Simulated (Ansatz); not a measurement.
AlRu, response to strain

Start from AlRu in the CsCl type structure (space group Pm-3m, No. 221; a = 2.955 Å; relaxed with 0.1 eV smearing). Axes: x, y, z lie along the cube axes.

Strains are applied to the cell and any free atomic positions relax; under biaxial strain the out-of-plane vector relaxes too.

Computed with LDA in Ansatz (plane waves to 420 eV, PAW, spin-orbit coupling left out).

Notes on the quantities. in-plane stress: mean in-plane stress (compression positive).

```csv
case,ratio −ε⊥/ε∥,in-plane stress
"biaxial strain −2.50 %, plane normal [111], relaxed out of plane",0.76,+12.4 GPa
"biaxial strain −1.67 %, plane normal [111], relaxed out of plane",0.73,+8.1 GPa
"biaxial strain −0.83 %, plane normal [111], relaxed out of plane",0.69,+3.9 GPa
"biaxial strain −0.42 %, plane normal [111], relaxed out of plane",–,+2.0 GPa
"biaxial strain +0.42 %, plane normal [111], relaxed out of plane",–,-1.9 GPa
"biaxial strain +0.83 %, plane normal [111], relaxed out of plane",0.63,-3.7 GPa
"biaxial strain +1.25 %, plane normal [111], relaxed out of plane",0.62,-5.6 GPa
"biaxial strain +2.08 %, plane normal [111], relaxed out of plane",0.59,-9.0 GPa
"biaxial strain +2.50 %, plane normal [111], relaxed out of plane",0.58,-10.7 GPa
```

Stability against distortions was not tested. The final runs are not spin-polarised.

Ansatz is an electronic-structure program.
